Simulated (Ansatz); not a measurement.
Results of LDA (PAW; Ansatz, an electronic-structure program) for In₂SbAs (R3m, No. 160, 4 atoms in the cell; start mp-1223844).

Settings: plane-wave cutoff 520 eV, 14×14×14 k mesh, Fermi–Dirac smearing 0.05 eV, scalar-relativistic PAW data made under PBE.

Cell (relaxed at this level):

```cif
data_As3In6Sb3
_chemical_formula_sum 'In6 Sb3 As3'
_space_group_name_H-M_alt 'R3m :H'
_space_group_IT_number 160
_space_group_name_Hall 'R 3 -2"'
_cell_length_a 4.41170
_cell_length_b 4.41170
_cell_length_c 21.64673
_cell_angle_alpha 90.000
_cell_angle_beta 90.000
_cell_angle_gamma 120.000
loop_
_atom_site_label
_atom_site_type_symbol
_atom_site_symmetry_multiplicity
_atom_site_Wyckoff_symbol
_atom_site_fract_x
_atom_site_fract_y
_atom_site_fract_z
_atom_site_occupancy
In1 In 3 a 0.00000 0.00000 0.99506 1
In2 In 3 a 0.00000 0.00000 0.50467 1
Sb1 Sb 3 a 0.00000 0.00000 0.37571 1
As1 As 3 a 0.00000 0.00000 0.87455 1
```
(The calculation used a cell of 4 atoms; values per cell refer to that cell.)

Q: What does this level give for the bulk modulus?

A: 
- bulk modulus = 52.0 GPa

The run finds no gap.

Note: the bulk modulus is −V dP/dV from two relaxed cells at ±2 % in volume; the relaxation could not lower the start's symmetry, so the cell can be a saddle point above a distorted one.

Spin–orbit coupling is not included; it can open a gap where bands touch, and shift volumes and moduli.

The computed numbers hold no vibrational or temperature effects.

A start named mp-… is a Materials Project structure, which need not be a measured phase.
